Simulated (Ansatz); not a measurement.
What uniaxial strain ε_zz = +2.00 % does to Ca

Base system: Ca in the fcc (Cu type) structure (space group Fm-3m, No. 225; a = 5.4558 Å; relaxed with 0.1 eV smearing). Axes: x, y, z lie along the cube axes.

One thing is altered: the cell is stretched by 2.00 % along z with no lateral relaxation, atoms relaxed at fixed cell.

Level of theory: PBEsol, PAW, 420 eV (Ansatz, an electronic-structure program; scalar-relativistic without spin-orbit coupling). Γ-centred 21×21×21 mesh, Fermi–Dirac width 0.1 eV.

```tsv
quantity	base	changed	shift
space group	Fm-3m (No. 225)	I4/mmm (No. 139)	–
energy relative to the base (free energy F)	0 meV/atom	+1.1 meV/atom	+1.1 meV/atom
pressure (mean of the normal stresses, compression positive)	0.0 GPa	-0.3 GPa	-0.3 GPa
band gap	zero	zero	–
stress (xx, yy, zz, yz, xz, xy; compression positive)	–	(-0.3, -0.3, -0.4, 0.0, 0.0, 0.0) GPa	–
```

Cost of the whole job for the changed cell (relaxation, final SCF and bands): very roughly 28 core-seconds.

Whether these cells are dynamically stable was not tested.
